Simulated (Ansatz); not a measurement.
The parent structure is BeTe in the zinc blende structure (space group F-43m, No. 216; a = 5.6569 Å).

Levels (all Ansatz, a program for electronic structure, PAW): r2SCAN (500 eV, without spin-orbit coupling); HSE06+SOC (420 eV, spin-orbit coupling included).

The geometry is relaxed with r2SCAN.

```
Quantity                                   Result
----------------------------  -------------------
r2SCAN valence-band top at Γ  0.00, 0.00, 0.00 eV
r2SCAN band gap                           2.38 eV
```

Q: How does going to HSE06+SOC change the valence-band top at Γ and band gap?

A: The valence-band top at Γ (three highest Kramers pairs, from the VBM) changes from 0.00, 0.00, 0.00 eV to 0.00, 0.00, -1.01 eV; the band gap is still 2.38 eV. The threefold valence maximum splits by Δso ≈ 1.01 eV.

Single points use the geometry relaxed with r2SCAN. HSE06 gaps are upper bounds (no full band path). The spin-orbit shifts are approximate. Spin-orbit coupling, missing from the scalar runs, can matter with Te. Whether these cells are dynamically stable was not tested.
